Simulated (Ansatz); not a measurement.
## Au: isotropic strain +5.51 %

Base system: Au in the fcc (Cu type) structure (space group Fm-3m, No. 225; a = 4.125 Å; relaxed with 0.1 eV smearing).

It is then changed as follows: every lattice vector is stretched by 5.51 %; the atoms relax in the strained cell.

All numbers come from plane-wave PAW DFT at the r2SCAN level (Ansatz, a quantum-chemistry and plane-wave program, 500 eV), no spin-orbit coupling. Settings: 27×27×27 k-points, 0.1 eV Fermi–Dirac smearing.

- Shortest interatomic distance: 5.815 bohr (base 5.511 bohr)
- Energy relative to the base (free energy F): +176 meV/atom
- Pressure: -15.2 GPa (base 0.0 GPa)
- Band gap: zero (base zero)

Final structure:

```
Au
1.0
    0.00000     2.17589     2.17589
    2.17589     0.00000     2.17589
    2.17589     2.17589     0.00000
Au
1
Direct
  0.00000   0.00000   0.00000
```

Whether these cells are dynamically stable was not tested.
